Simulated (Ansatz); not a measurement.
For CsCl-type AgZn, PBEsol (PAW; Ansatz, a program for electronic structure) gives:

```
Quantity                   Value
------------------  ------------
lattice constant a       3.118 Å
bulk modulus             116 GPa
cohesive energy     2.40 eV/atom
```

Task: What does r²SCAN in Ansatz (plane waves, PAW) give for the same quantities?

Result: 
- lattice constant a: 3.141 Å (increases by 0.7 %)
- bulk modulus: 108 GPa (falls by 6.9 %)
- cohesive energy: 2.21 eV/atom (falls by 0.19 eV/atom)

For comparison: lattice constant a 3.156 Å (measured, temperature not stated, copied from a table, unchecked, no zero-point or thermal correction; as tabulated in Crystal Structures 1, 85 (1963)).

Changes are worked out from the printed values.

Unless a cell is named, each level is at its own relaxed cell (PBEsol 15.15, r²SCAN 15.49 Å³/atom).

Caveats: the bulk modulus is −V dP/dV from two relaxed cells at ±2 % in volume (PBEsol, r²SCAN). Ansatz's density-functional and Hartree–Fock values are scalar-relativistic unless marked +SOC, with PAW data made under PBE.
